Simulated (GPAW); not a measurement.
Band structure of Mg₆ZnB (Amm2, 8 atoms in the cell).

```
CELL_PARAMETERS angstrom
      3.88560     0.00000     0.00000
      0.00000     4.04725     4.88495
      0.00000    -4.04725     4.88495
ATOMIC_POSITIONS crystal
  Mg 0.50000 0.95351 0.31021
  Mg 0.50000 0.31021 0.95351
  Mg 0.50000 0.87251 0.87251
  Mg 0.00000 0.61674 0.15368
  Mg 0.00000 0.15368 0.61674
  Mg 0.00000 0.64036 0.64036
  Zn 0.50000 0.42964 0.42964
  B  0.00000 0.02337 0.02337
```

Method of the run: PBEsol, GPAW PAW datasets PBEsol (made by gpaw-setup) (plane waves; GPAW).

Settings: mode = pw; ecut = 900 eV; xc = PBEsol; kpts = 5 3 3; mesh shift (steps) = 0 0 0; occupations.name = fermi-dirac; occupations.width = 0.1 eV; nbands = -14; convergence.density = 1e-05 e/electron; symmetry.symmorphic = false; symmetry.tolerance = 0.0005; maxiter = 150; bandpath_npoints = 40.

The starting cell comes from a database of computed structures (which also holds hypothetical and non-ambient phases and stackings), without a prior relaxation at this level.

Levels in eV from the Fermi level, bands 34 to 41:
| point | 34 | 35 | 36 | 37 | 38 | 39 | 40 | 41 |
|---|---|---|---|---|---|---|---|---|
| Γ | -3.01 | -1.85 | -1.53 | -0.21 | 0.02 | 1.52 | 2.53 | 2.54 |
| R | -1.95 | -1.74 | -1.40 | -0.94 | -0.91 | -0.21 | 0.44 | 0.67 |
| A | -3.17 | -3.02 | -2.39 | -2.28 | 1.00 | 1.09 | 1.68 | 2.54 |
| Z | -2.05 | -1.79 | -1.66 | -1.19 | -0.61 | -0.34 | 0.15 | 0.30 |
| Y | -0.49 | -0.22 | -0.21 | -0.05 | 1.14 | 1.61 | 2.09 | 2.73 |
| X1 | -0.87 | -0.57 | -0.06 | 0.14 | 0.81 | 1.64 | 2.25 | 2.63 |
| A1 | -3.17 | -3.02 | -2.39 | -2.28 | 1.00 | 1.09 | 1.68 | 2.54 |
| T | -3.15 | -3.01 | -2.84 | -2.66 | 1.10 | 1.42 | 1.92 | 2.31 |

Bands cross the Fermi level along this path, so the cell is metallic at this level.
